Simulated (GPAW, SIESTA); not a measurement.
A SIESTA input for a self-consistent single point of SbPt (P6_3/mmc, 4 atoms in the cell) (DFT, GGA PBEsol, numerical atomic orbitals DZP, PseudoDojo PBEsol standard norm-conserving potentials (rewritten from UPF to PSML)):

```
# files in the folder: Sb.psml Pt.psml (PseudoDojo PBEsol standard)
SystemName  SbPt
SystemLabel SbPt

NumberOfAtoms                4
NumberOfSpecies              2
%block ChemicalSpeciesLabel
  1 51 Sb
  2 78 Pt
%endblock ChemicalSpeciesLabel
LatticeConstant              4.062369 Ang
%block LatticeVectors
     1.000000000    0.000000000    0.000000000
    -0.499999877    0.866025218    0.000000000
     0.000000000    0.000000000    1.325979250
%endblock LatticeVectors
AtomicCoordinatesFormat      Bohr
%block AtomicCoordinatesAndAtomicSpecies
     3.838386567    2.216088429    7.634423151  1
    -0.000003208    4.432183506    2.544807717  1
     0.000000000    0.000000000    5.089615434  2
     0.000000000    0.000000000    0.000000000  2
%endblock AtomicCoordinatesAndAtomicSpecies

XC.functional                GGA
XC.authors                   PBEsol
PAO.BasisSize                DZP
PAO.EnergyShift              0.005 Ry
MeshCutoff                   400 Ry
%block kgrid.MonkhorstPack
    8   0   0  0.0
    0   8   0  0.0
    0   0   5  0.0
%endblock kgrid.MonkhorstPack
OccupationFunction           FD
ElectronicTemperature        0.1 eV

MaxSCFIterations             150
SCF.Mixer.Method             Broyden
SCF.Mixer.Weight             0.25
SCF.Mixer.History            6
SCF.DM.Tolerance             1.0E-04
Diag.ParallelOverK           true
WriteForces                  true
```

Q: Translate this input to GPAW.

A: One input that does it (others would too):

```python
from ase import Atoms
from ase.units import GPa
from gpaw import GPAW

atoms = Atoms(['Sb', 'Sb', 'Pt', 'Pt'],
              cell=[[4.062369, 0.000000, 0.000000],
                    [-2.031184, 3.518114, 0.000000],
                    [0.000000, 0.000000, 5.386617]],
              positions=[[2.031187, 1.172703, 4.039963],
                         [-0.000002, 2.345411, 1.346654],
                         [0.000000, 0.000000, 2.693309],
                         [0.000000, 0.000000, 0.000000]],
              pbc=True)

calc = GPAW(mode={'name': 'pw', 'ecut': 550},
            xc='PBEsol',
            kpts={'size': (8, 8, 5), 'gamma': True},
            occupations={'name': 'fermi-dirac', 'width': 0.1},
            nbands=-8,
            convergence={'density': 1e-05},
            symmetry={'symmorphic': False, 'tolerance': 0.0005},
            maxiter=150)

atoms.calc = calc

energy = atoms.get_potential_energy()
print('Energy (eV):', round(energy, 6))
forces = atoms.get_forces()
print('Forces (eV/Ang):')
print(forces.round(5))
stress = atoms.get_stress()
print('Stress (GPa, Voigt):', (stress / GPa).round(4))
```

Basis settings and potentials, where a program has them, do not carry over. This input uses DFT PBEsol, plane waves, GPAW PAW datasets PBEsol (made by gpaw-setup). Both were run: pressure 15.70 GPa in SIESTA and 10.46 in GPAW.

On SIESTA: the starting cell comes from a database of computed structures (which also holds hypothetical and non-ambient phases and stackings), without a prior relaxation at this level. Its lattice was rescaled by a random factor within 2.5 % of one. For this run, on top of that: lattice scaled by 0.98. Spin polarisation is off. Values carry the incompleteness of an atom-centred basis. With a pressure of about 16 GPa the cell is away from its equilibrium volume at this level.

On GPAW: the starting cell comes from a database of computed structures (which also holds hypothetical and non-ambient phases and stackings), without a prior relaxation at this level. Its lattice was rescaled by a random factor within 2.5 % of one. For this run, on top of that: lattice scaled by 0.98. Spin polarisation is off. With a pressure of about 10 GPa the cell is away from its equilibrium volume at this level.
